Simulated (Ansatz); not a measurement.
Start from AlP in the zinc blende structure (space group F-43m, No. 216).

```
AlP
1.0
    0.00000     2.73516     2.73516
    2.73516     0.00000     2.73516
    2.73516     2.73516     0.00000
P Al
1 1
Direct
  0.25000   0.25000   0.25000
  0.00000   0.00000   0.00000
```

Cartesian axes are those of the cell as printed.

Levels (all Ansatz, a program for electronic structure, PAW, earlier PAW set): PBEsol (420 eV, no spin-orbit coupling); HSE06+SOC (420 eV, spin-orbit coupling included).

Its gap is 1.45 eV with PBEsol and 2.25 eV with HSE06+SOC.

One thing is altered: uniaxial stress, 8 GPa tension along x, with the cell and atoms free to relax against it.

With PBEsol the gap becomes 1.15 eV.

### Question
If the HSE06+SOC correction stayed the same, what would the HSE06+SOC gap be, and what does the HSE06+SOC run give?

### Answer
A rigid correction of +0.80 eV gives 1.95 eV. The HSE06+SOC run gives 1.93 eV, so the two effects roughly add.

Single points use the geometry relaxed with PBEsol. HSE06 was sampled on its mesh, a few special points and the semilocal edge points, so its gap is an upper bound. Differences between runs with and without spin-orbit coupling are approximate. Load acts through the strain it causes; cell and atoms are relaxed under it. Beyond what the load breaks, stability against distortions was not tested.
